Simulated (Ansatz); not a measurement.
How far PBE and r2SCAN part for Hf, Hf → La

Consider Hf in the hcp (Mg type) structure (space group P6_3/mmc, No. 194; a = 3.2041 Å, c = 5.0689 Å).

(Cell as relaxed with PBE.)

Levels (all Ansatz, an electronic-structure program, PAW, earlier PAW set): PBE (420 eV, without spin-orbit coupling); r2SCAN (500 eV, no spin-orbit coupling).

Each level relaxes its own structure.

| base | PBE | r2SCAN |
|---|---|---|
| volume per atom | 22.53 Å³ | 22.35 Å³ |
| lattice parameter a | 3.204 Å | 3.198 Å |
| band gap | zero | zero |

It is then changed as follows: La takes the place of Hf on all its sites; the structure is relaxed again.

| quantity | PBE | r2SCAN |
|---|---|---|
| c/a ratio | 1.623 | 1.582 |
| shortest interatomic distance | 3.754 Å | 3.734 Å |

PBE's c/a ratio lies 0.0416 above r2SCAN's; PBE's shortest interatomic distance lies 0.020 Å above r2SCAN's (0.5 %). Neither level is exact; r2SCAN is the comparison here, not a measurement.

Whether these cells are dynamically stable was not tested. All final runs are without spin polarisation.
